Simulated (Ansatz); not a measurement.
# A self-consistent single point of Mo3C (Pm-3n, 8 atoms in the cell) with Ansatz

Level of theory: PBE (plane waves, PAW; Ansatz, a program for electronic structure).

This input was run:

Ansatz 0.2 input:
```yaml
# Mo3C
crystal:
  lattice:
    - [5.002252, 0.000000, 0.000000]
    - [0.000000, 5.002252, 0.000000]
    - [0.000000, 0.000000, 5.002252]
  atoms:
    - { symbol: Mo, position: [0.250000, 0.000000, 0.500000] }
    - { symbol: Mo, position: [0.750000, 0.000000, 0.500000] }
    - { symbol: Mo, position: [0.000000, 0.500000, 0.250000] }
    - { symbol: Mo, position: [0.000000, 0.500000, 0.750000] }
    - { symbol: Mo, position: [0.500000, 0.250000, 0.000000] }
    - { symbol: Mo, position: [0.500000, 0.750000, 0.000000] }
    - { symbol: C, position: [0.000000, 0.000000, 0.000000] }
    - { symbol: C, position: [0.500000, 0.500000, 0.500000] }
basis:
  ecutwfc: 420.0
kpoints:
  mp_grid: { grid: [4, 4, 4] }
hamiltonian:
  xc: pbe
  pseudopotentials: { kind: paw }
scf:
  occupations: { method: cold, width: 0.272 }
output:
  forces: true
  eigenvalues: true
  stress: true
```

Log, with long lists cut:

```
WARN ansatz: RAYON_NUM_THREADS=1 ignored (pool sized by the plan → 1); use --threads N
Pseudopotentials: kind: paw
Pseudopotential: Mo, paw, valence charge 14
Pseudopotential: C, paw, valence charge 4
Crystal: 8 atoms, lattice volume = 125.169 Å³
Basis set: ecut = 420 eV, 2469 PW (Γ), exchange–correlation on 72×72×72 points (8 copies of the dense FFT grid, shifted against one another)
Bands: 56, of which v1, the nominal top of the filled ones, is band 46 counted from 1 (45 counted from 0)
Symmetry: 48 space group operations
Space group: Pm-3n (ITA 223), of the structure as read, at distance tolerance 5.0e-5 Å
k-points: 10 of 64
Initial density: superposition of atomic densities (neutral atoms: chi_scale 0, normalization atom), corrected by the library's trained network
Initial wavefunctions: pseudopotential atomic-orbital guess
Eigensolver: davidson
Functional: x = pbe(κ = 0.804, μ = 0.2195149727645171), c = pbe(β = 0.06672455060314922)
SCF iter   1: F=—  HF=-30229.080685 eV  |F-HF|=—  |Δ(HF+E_count)|=         —  Δρ=8.14e-3  dr2=8.28e-2  ethr=1.77e-3  ⟨swp⟩=4.3  Hψ=1751  notcnv=0
all-band conjugate gradients solve this SCF's bands
preconditioner: auto → Kerker (q_TF=auto, 2.592 Å⁻¹)
SCF iter   2: F=—  HF=-30229.072140 eV  |F-HF|=—  |Δ(HF+E_count)|=   8.54e-3  S|Δr|=    0.00e0  Δρ=3.72e-3  dr2=1.26e-2  ethr=8.99e-5  ⟨swp⟩=1.7  Hψ=670  notcnv=0
SCF iter   3: F=—  HF=-30229.071078 eV  |F-HF|=—  |Δ(HF+E_count)|=   1.06e-3  S|Δr|=    0.00e0  Δρ=7.08e-4  dr2=3.12e-4  ethr=1.37e-5  ⟨swp⟩=2.0  Hψ=730  notcnv=0
SCF iter   4: F=—  HF=-30229.071144 eV  |F-HF|=—  |Δ(HF+E_count)|=   6.60e-5  S|Δr|=    0.00e0  Δρ=1.29e-4  dr2=1.50e-5  ethr=3.39e-7  ⟨swp⟩=2.3  Hψ=830  notcnv=0
SCF iter   5: F=—  HF=-30229.071151 eV  |F-HF|=—  |Δ(HF+E_count)|=   6.97e-6  S|Δr|=    0.00e0  Δρ=2.25e-5  dr2=6.12e-7  ethr=1.63e-8  ⟨swp⟩=2.2  Hψ=783  notcnv=0
SCF iter   6: F=-30229.071151 eV  HF=-30229.071151 eV  |F-HF|=2.02e-9  |Δ(HF+E_count)|=   2.97e-8  S|Δr|=    0.00e0  Δρ=3.26e-6  dr2=1.04e-8  ethr=1.09e-10  ⟨swp⟩=7.4  Hψ=2050  notcnv=0
SCF 1 converged in 6 iterations: F = -30229.071151 eV  dr2 = 1.04e-8
SCF converged after 6 iterations
Stability not checked (fill_not_monotonic)
Free energy (F): -30229.071151 eV
Harris-Foulkes:  -30229.071151 eV  (|F-HF|=2.02e-9)
Internal energy: -30229.009988 eV  (E = F + TS)
E sigma→0 (E₀):  -30229.050763 eV
Entropy (-TS):   -0.061163 eV (-7.645 meV/atom)
Fermi energy:    16.666133 eV
--- Per-component energies (eV) ---
  E_band       = -622.617118
  E_kinetic    = 2777.395002
  E_local      = -5882.605976  (includes V_loc(G=0)·N_el)
  E_nonlocal   = 912.394288
  E_hartree    = 1956.602410
  E_xc         = -1179.988307
  E_vxc        = -1470.397750  (∫ρ·V_xc dr)
  E_paw        = -19402.755680  (= ΣΔE_a)
  E_vpaw       = -872.607409  (= ΣTr[D̂ρ^β])
  E_aug_tail   = 0.000308  (compensation charges beyond the density's cutoff)
  E_ewald      = -9410.052032
  E_smearing   = -0.061163  (= −TS)
  E_closure    = 0.000000  (closes the sum)
  Σ components = -30229.071151   (vs F -30229.071151, Δ=0.00e0)
--- Forces (eV/Å), atoms counted from 1 ---
  atom   1  Mo    -0.00000000     0.00000000     0.00000000
   [... zero for the other atoms too ...]
  max |Σ_I F_I| component: 2.31e-17 eV/Å
--- Stress (GPa, compression-positive) ---
      -29.677360       0.000000       0.000000
        0.000000     -29.677360       0.000000
        0.000000       0.000000     -29.677360
  P = ⅓ Tr σ = -29.6774 GPa (-296.774 kbar)
  The stress holds the Pulay correction. Without it, at fixed plane waves, as pw.x and ABINIT print it: P = -29.7860 GPa
--- Band table (eV; the first three rows and the last of 10) ---
  k-point 0: bands = ["-44.7468", "-44.6636", "-44.6636", "-44.4060", "-44.4060", "-44.4060", "-19.6831", "-19.6831", "-19.5180", "-18.9219", "-18.9219", "-18.9219", "-18.5369", "-18.5369", "-18.5369", "-18.5196", "-18.5196", "-18.5196", "-18.4203", [...]
  k-point 1: bands = ["-44.7281", "-44.6728", "-44.6335", "-44.4478", "-44.4060", "-44.4060", "-19.6735", "-19.6194", "-19.3469", "-18.9147", "-18.9147", "-18.8548", "-18.5875", "-18.5875", "-18.5739", "-18.5200", "-18.4594", "-18.4594", "-18.4375", [...]
  k-point 2: bands = ["-44.6968", "-44.6968", "-44.5453", "-44.5453", "-44.4060", "-44.4060", "-19.6456", "-19.6456", "-18.9083", "-18.9083", "-18.7280", "-18.7280", "-18.6917", "-18.6917", "-18.6018", "-18.6018", "-18.4789", "-18.4789", "-18.4681", [...]
  k-point 9: bands = ["-44.5507", "-44.5507", "-44.5507", "-44.5507", "-44.5507", "-44.5507", "-18.8364", "-18.8364", "-18.7902", "-18.7902", "-18.7902", "-18.7902", "-18.7902", "-18.7902", "-18.5274", "-18.5274", "-18.5274", "-18.5274", "-18.5274", [...]
```

The run converged in 6 iterations.

The starting cell was generated: these elements placed on a structure prototype, without a prior relaxation; it need not be a known phase or ordering of this composition. Spin polarisation is off. With a pressure of about -30 GPa the cell is away from its equilibrium volume at this level. Ansatz's pressure includes its estimate of the finite-basis (Pulay) stress.
